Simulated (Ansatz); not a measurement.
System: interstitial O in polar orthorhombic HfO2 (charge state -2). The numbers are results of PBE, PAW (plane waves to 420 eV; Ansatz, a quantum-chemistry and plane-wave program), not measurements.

Cell of 96 host sites held at the relaxed PBE lattice; the Γ point alone; Fermi-Dirac width 0.01 eV, spin-restricted; finite-size errors left in. No zero-point or tunnelling terms. Spin-orbit coupling is left out. The host's phase is taken as given; its stability against other phases was not computed. The charge state is imposed; whether it is stable for some Fermi level was not computed. Sites that were not tried may lie lower.

Barriers: single points on a 2×2×2 k-point mesh shifted by half a step at the bands' geometries.

The step: several atoms move together, O the farthest. Atoms about the jump, Cartesian Å from the middle of the jump, before and after:

```tsv
atom	x0	y0	z0	x1	y1	z1
O1	-0.66	0.26	-0.29	0.66	-0.26	0.29
Hf2	-0.09	-1.72	-0.65	-0.02	-1.86	-0.84
Hf3	-0.44	0.76	1.74	-0.39	0.56	1.90
O4	-1.14	-0.91	-2.26	-1.07	-0.30	-1.65
O5	1.25	1.83	0.52	1.37	2.08	0.47
O6	0.49	-1.05	1.35	0.18	-1.43	2.26
O7	1.68	-0.89	-1.47	1.75	-0.96	-1.69
O8	-2.38	-0.10	1.39	-2.16	-0.28	1.08
Hf9	-2.66	0.76	-0.61	-2.69	0.78	-0.75
Hf10	2.58	0.80	-0.76	2.42	0.66	-0.63
O11	-1.57	2.37	0.57	-1.39	2.09	0.53
O12	0.97	1.72	-2.08	0.89	1.76	-2.01
O13	-1.50	-2.82	0.50	-1.44	-2.89	0.47
```

### Question
Give the saddle-point geometry and the barrier.

### Answer

| atom | x | y | z |
|---|---|---|---|
| O1 | -0.08 | -0.03 | -0.05 |
| Hf2 | -0.13 | -1.88 | -0.87 |
| Hf3 | -0.38 | 0.64 | 1.85 |
| O4 | -1.30 | -0.60 | -2.03 |
| O5 | 1.31 | 1.98 | 0.50 |
| O6 | 0.33 | -1.27 | 2.10 |
| O7 | 1.69 | -0.97 | -1.60 |
| O8 | -2.29 | -0.18 | 1.26 |
| Hf9 | -2.55 | 0.71 | -0.66 |
| Hf10 | 2.43 | 0.73 | -0.75 |
| O11 | -1.48 | 2.23 | 0.53 |
| O12 | 0.91 | 1.73 | -2.06 |
| O13 | -1.48 | -2.84 | 0.48 |
It lies 0.48 eV above the start and 0.48 eV above the end. The saddle point's order was not checked.
